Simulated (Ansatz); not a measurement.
The parent structure is BaTe in the rock salt structure (space group Fm-3m, No. 225; a = 6.941 Å).

Calculations: PBEsol, PAW, 420 eV (Ansatz, an electronic-structure program; spin-orbit coupling left out).

Before the change:

* **Pressure**: 0.00 GPa
* **Hole mass**: 0.15, 1.2, 1.2 mₑ (at Γ)

It is then changed as follows: an isotropic linear strain of +2.50 %; the atoms relax in the strained cell.

Task: What does the calculation give for the pressure and hole mass after the change?

Result: The pressure goes from zero to -2.02 GPa; the hole mass (degenerate bands, along [100]) becomes 0.16, 1.3, 1.3 mₑ (at Γ) (base: 0.15, 1.2, 1.2 mₑ (at Γ)).

Spin-orbit coupling, missing from the scalar runs, can matter with Te. The levels and masses belong to the bands next to the band gap. Masses are band curvatures over ±0.01 Å⁻¹ around the edge. Stability against distortions was not tested.
